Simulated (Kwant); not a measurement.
System: wire with one Gaussian impurity in a GaAs two-dimensional gas. Effective mass 0.067 mₑ, grid spacing 5 nm, hard walls, nominal width 150 nm (29 grid rows, so walls 150 nm apart), one parabolic valley, scattering region 450 nm long along x; energies count from the band bottom; Fermi energy swept from 0.00019955 to 0.0042405 eV. Impurity U exp(−r²/2σ²), U = -0.0016 eV, σ = 9.4 nm, 0 nm off the axis.

Constants are typed, rounded textbook-type inputs, not results; the design itself was drawn at random and stands for no fabricated device.

Computed with Kwant: effective-mass tight-binding model on a square grid, one spin, coherent transport at 0 K. Conductance is in e²/h.

Problem. How many channels do the leads carry at E = 1.32, 1.86 meV?

Solution. The hard-wall thresholds are n² ħ²π²/(2mW²) = n² × 0.249 meV with W = 150 nm. √(1.32/0.249) = 2.30, so 2. √(1.86/0.249) = 2.73, so 2.
